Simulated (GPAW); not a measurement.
## Input and output of a self-consistent single point for TiAl3 (I4/mmm, 4 atoms in the cell) (GPAW)

Method: PBE, GPAW PAW datasets PBE (gpaw-data 1.0.1) (plane waves; GPAW 25.7.0).

Input:

```python
from ase import Atoms
from ase.units import GPa
from gpaw import GPAW

atoms = Atoms(['Ti', 'Al', 'Al', 'Al'],
              cell=[[-1.949900, 1.949900, 4.367568],
                    [1.949900, -1.949900, 4.367568],
                    [1.949900, 1.949900, -4.367568]],
              scaled_positions=[[0.000000, 0.000000, 0.000000],
                                [0.500000, 0.500000, 0.000000],
                                [0.750000, 0.250000, 0.500000],
                                [0.250000, 0.750000, 0.500000]],
              pbc=True)

calc = GPAW(mode={'name': 'pw', 'ecut': 850},
            xc='PBE',
            kpts={'size': (8, 8, 8), 'gamma': True},
            occupations={'name': 'fermi-dirac', 'width': 0.1},
            nbands=-8,
            convergence={'density': 1e-05, 'energy': 1e-05},
            symmetry={'symmorphic': False, 'tolerance': 0.0005},
            maxiter=150,
            txt='-')

atoms.calc = calc

energy = atoms.get_potential_energy()
print('Energy (eV):', round(energy, 6))
forces = atoms.get_forces()
print('Forces (eV/Ang):')
print(forces.round(5))
stress = atoms.get_stress()
print('Stress (GPa, Voigt):', (stress / GPa).round(4))
```

Output (repeated stretches shortened):

```
Input parameters:
  convergence: {density: 1e-05,
                energy: 1e-05}
  kpts: {gamma: True,
         size: (8, 8, 8)}
  maxiter: 150
  mode: {ecut: 850,
         name: pw}
  nbands: -8
  occupations: {name: fermi-dirac,
                width: 0.1}
  symmetry: {symmorphic: False,
             tolerance: 0.0005}
  xc: PBE

species:
  Ti:
    name: Titanium
    Z: 22.0
    valence: 12
    core: 10
    charge: 0.0
    file: Ti.PBE.gz

    # Using partial waves for Ti as LCAO basis

  Al:
    name: Aluminium
    Z: 13.0
    valence: 3
    core: 10
    charge: 0.0
    file: Al.PBE.gz

    # Using partial waves for Al as LCAO basis

Reference energy: -43034.284076  # eV

Spin-paired calculation

Convergence criteria:
 Maximum [total energy] change in last 3 cyles: 1e-05 eV / valence electron
 Maximum integral of absolute [dens]ity change: 1e-05 electrons / valence electron
 Maximum integral of absolute [eigenst]ate change: 4e-08 eV^2 / valence electron
 Maximum number of scf [iter]ations: 150

Symmetries present (total): 16
Symmetries with fractional translations: 0
512 k-points: 8 x 8 x 8 Monkhorst-Pack grid + [1/16,1/16,1/16]
59 k-points in the irreducible part of the Brillouin zone
       k-points in crystal coordinates                weights
   0:     0.00000000    0.00000000    0.00000000          1/512
   1:     0.12500000   -0.12500000    0.00000000          4/512
   2:     0.12500000   -0.12500000    0.12500000          4/512
   [... 7 lines left out ...]
          ...
  58:     0.50000000    0.50000000    0.50000000          1/512

Wave functions: Plane wave expansion
  Cutoff energy: 850.000 eV
  Number of coefficients (min, max): 3717, 3800
  Pulay-stress correction: 0.000000 eV/Ang^3 (de/decut=0.000000)

Occupation numbers: Fermi-Dirac:
  width: 0.1000  # eV

Eigensolver

Densities:
  Coarse grid: 35*35*35 grid
  Fine grid: 70*70*70 grid
  Total Charge: 0.000000

Density mixing:
  Method: separate
  Backend: pulay
  Linear mixing parameter: 0.05
  old densities: 5
  Damping of long wavelength oscillations: 50

Hamiltonian:
  XC and Coulomb potentials evaluated on a 70*70*70 grid
  External potential:
    NoExternalPotential

XC parameters: PBE with 2 nearest neighbor stencil

Number of atoms: 4
Number of atomic orbitals: 25
Number of bands in calculation: 18
Number of valence electrons: 21
Bands to converge: occupied

Density initialized from atomic densities
  18 bands from LCAO basis set

Atomic positions and initial magnetic moments

Positions:
   0 Ti     0.000000    0.000000    0.000000    ( 0.0000,  0.0000,  0.0000)
   1 Al     0.000000    0.000000    4.367568    ( 0.0000,  0.0000,  0.0000)
   2 Al    -0.000000    1.949900    2.183784    ( 0.0000,  0.0000,  0.0000)
   3 Al     1.949900    0.000000    2.183784    ( 0.0000,  0.0000,  0.0000)

Unit cell:
           periodic     x           y           z      points  spacing
  1. axis:    yes   -1.949900    1.949900    4.367568    35     0.1017
  2. axis:    yes    1.949900   -1.949900    4.367568    35     0.1017
  3. axis:    yes    1.949900    1.949900   -4.367568    35     0.0788

  Lengths:   5.165256   5.165256   5.165256
  Angles:  135.641795 135.641795  64.534614

Effective grid spacing dv^(1/3) = 0.1157

     iter     time        total  log10-change:
                         energy   eigst   dens
iter:   1 --:--:--   -19.589198
iter:   2 --:--:--   -19.577159   -1.16  -1.13
iter:   3 --:--:--   -19.640661   -1.01  -1.14
iter:   4 --:--:--   -19.520813   -1.31  -1.43
iter:   5 --:--:--   -19.505367   -1.49  -1.32
iter:   6 --:--:--   -19.497180   -2.86  -1.96
iter:   7 --:--:--   -19.477253   -2.71  -2.09
iter:   8 --:--:--   -19.478248   -4.11  -2.45
iter:   9 --:--:--   -19.475077   -2.90  -2.42
iter:  10 --:--:--   -19.475055   -4.15  -3.37
iter:  11 --:--:--   -19.475090c  -4.83  -3.40
iter:  12 --:--:--   -19.475188c  -5.06  -3.36
iter:  13 --:--:--   -19.475031c  -5.00  -3.24
iter:  14 --:--:--   -19.474996c  -5.37  -3.49
iter:  15 --:--:--   -19.475041c  -5.49  -3.53
iter:  16 --:--:--   -19.475016c  -6.57  -3.84
iter:  17 --:--:--   -19.475005c  -6.48  -4.15
iter:  18 --:--:--   -19.475007c  -7.72c -4.49
iter:  19 --:--:--   -19.475005c  -7.65c -4.58
iter:  20 --:--:--   -19.475007c  -7.97c -4.61
iter:  21 --:--:--   -19.475009c  -7.83c -4.75
iter:  22 --:--:--   -19.475008c  -8.61c -4.94
iter:  23 --:--:--   -19.475007c  -8.76c -5.09c

Converged after 23 iterations.

Dipole moment: (-0.000000, -0.000000, -0.000000) |e|*Ang

Energy contributions relative to reference atoms: (reference = -43034.284076)

Kinetic:        +15.246401
Potential:      -10.197105
External:        +0.000000
XC:             -24.456921
Entropy (-ST):   -0.058533
Local:           -0.038114
SIC:             +0.000000
--------------------------
Free energy:    -19.504273
Extrapolated:   -19.475007

Showing only first 2 kpts
 Kpt  Band  Eigenvalues  Occupancy
  0     8      6.00120    1.99999
  0     9      6.00121    1.99999
  0    10      7.96159    0.00091
  0    11      8.79506    0.00000

  1     8      5.55041    2.00000
  1     9      5.95259    1.99999
  1    10      6.85422    1.93430
  1    11      9.02270    0.00000

Fermi level: 7.19246

No gap
No difference between direct/indirect transitions
Energy (eV): -19.475007

Forces in eV/Ang:
  0 Ti   -0.00000   -0.00000    0.00000
  1 Al    0.00000    0.00000    0.00000
  2 Al    0.00000    0.00000    0.00000
  3 Al    0.00000    0.00000    0.00000

Stress tensor:
     0.023480     0.000000    -0.000000
     0.000000     0.023480    -0.000000
    -0.000000    -0.000000     0.023726
Stress (GPa, Voigt): [ 3.7619  3.7619  3.8014 -0.     -0.      0.    ]
```

The run converged in 23 iterations. GPAW prints stress with tension positive.

The starting cell comes from a database of computed structures (which also holds hypothetical and non-ambient phases and stackings), without a prior relaxation at this level. Its lattice was rescaled by a random factor within 2.5 % of one. Spin polarisation is off. With a pressure of about -4 GPa the cell is away from its equilibrium volume at this level.

Cost on one core of a shared machine: roughly 2 min.
